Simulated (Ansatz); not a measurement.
**Effect of Lu → Sc on Lu**

Base system: Lu in the hcp (Mg type) structure (space group P6_3/mmc, No. 194; a = 3.445 Å, c = 5.349 Å).

Modification: Sc takes the place of Lu on all its sites; the structure is relaxed again.

Calculations: Kohn–Sham DFT with the PBEsol functional, run in Ansatz (a program for electronic structure) with PAW and 420 eV plane waves, spin-orbit coupling left out, earlier PAW set. Settings: 16×16×9 k-points, 0.05 eV Fermi–Dirac smearing.

```csv
quantity,base,changed,shift
volume per atom,27.49 Å³,23.65 Å³,-3.84 Å³
density,10.57 g/cm³,3.16 g/cm³,-7.41 g/cm³
lattice parameter a,3.445 Å,3.277 Å,-0.168 Å
c/a ratio,1.553,1.552,-0.001
space group,P6_3/mmc (No. 194),P6_3/mmc (No. 194),–
shortest interatomic distance,3.333 Å,3.169 Å,-0.1634 Å
band gap,zero,zero,–
```

Final structure:

```
CELL_PARAMETERS angstrom
      3.27721     0.00000     0.00000
     -1.63861     2.83815     0.00000
      0.00000     0.00000     5.08550
ATOMIC_POSITIONS crystal
  Sc 0.33333 0.66667 0.75000
  Sc 0.66667 0.33333 0.25000
```

Cost of the whole job for the changed cell (relaxation, final SCF and bands): about 25 core-seconds (a rough figure).

No phonon test of stability was made. All final runs are without spin polarisation.
